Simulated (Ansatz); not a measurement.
Base system: NiSi (space group Pnma, No. 62; a = 5.190 Å, b = 3.350 Å, c = 5.624 Å; non-magnetic). Axes: x, y, z lie along a, b, c of the conventional cell.

Level of theory: Ansatz (an electronic-structure program), PBE, PAW, cutoff 420 eV, no spin-orbit coupling.

Base values:

The pressure is 0.0 GPa. The shortest interatomic distance comes out as 4.323 bohr.

Now apply this change: tensile biaxial strain of 3.84 % in the plane normal to [001], as in epitaxy on a mismatched substrate; the out-of-plane cell vector and the atoms relax.

Q: How does this affect the pressure?

A: The pressure (mean of the normal stresses, compression positive) goes from zero to -5.9 GPa.

Q: What happens to the shortest interatomic distance?

A: The shortest interatomic distance rises by 0.050 bohr to 4.373 bohr.

Without a gap, meshes like the base's 9×14×8 leave anisotropic stresses uncertain by several tenths of a GPa, and small strain energies with them. No phonon test of stability was made. Starting moments died away, wholly or in part, for the base; another magnetic solution may exist. The final runs are not spin-polarised.
